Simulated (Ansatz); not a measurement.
We consider TiAl3 (I4/mmm, No. 139), described by RPBE (PAW; Ansatz, a first-principles code).

Numerical settings: plane-wave cutoff 520 eV, 20×20×20 k mesh, Fermi–Dirac smearing 0.05 eV, no spin polarisation, scalar-relativistic PAW data made under PBE.

Energies at three volumes about the minimum:

```csv
V (Å³/atom),E − E_lowest (meV/atom)
15.955,2.14
16.281,0.00
16.607,1.98
```

Problem. Fit a parabola by hand: where is the minimum, and what is the bulk modulus?

Solution. Slopes: (0.00 − 2.14)/(16.281 − 15.955) = -6.564 and (1.98 − 0.00)/(16.607 − 16.281) = 6.074 meV/Å³. Curvature E″ = 2 × (6.074 − (-6.564))/(16.607 − 15.955) = 38.767 meV/Å⁶. From the middle of the first interval, the slope vanishes at V0 = 16.1180 − (-6.564)/38.767 = 16.287 Å³/atom. B = V0 E″ = 16.287 × 38.767 meV/Å³ × 0.1602 GPa per meV/Å³ = 101 GPa. The full Birch–Murnaghan fit to all volumes gives V0 = 16.282 Å³/atom and B0 = 101 GPa.

Shape and atoms are relaxed at each volume.

Measured, for comparison: equilibrium volume per atom 15.93 Å³/atom (temperature not stated, not corrected to a static lattice; as tabulated in P. Norby and A. Norlund Christensen, Acta Chemica Scandinavica A40, 157 (1986)). Computed (rounded) less measured: equilibrium volume per atom +2.2 %.

Note: the bulk modulus comes from volumes at which shape and atoms were relaxed.
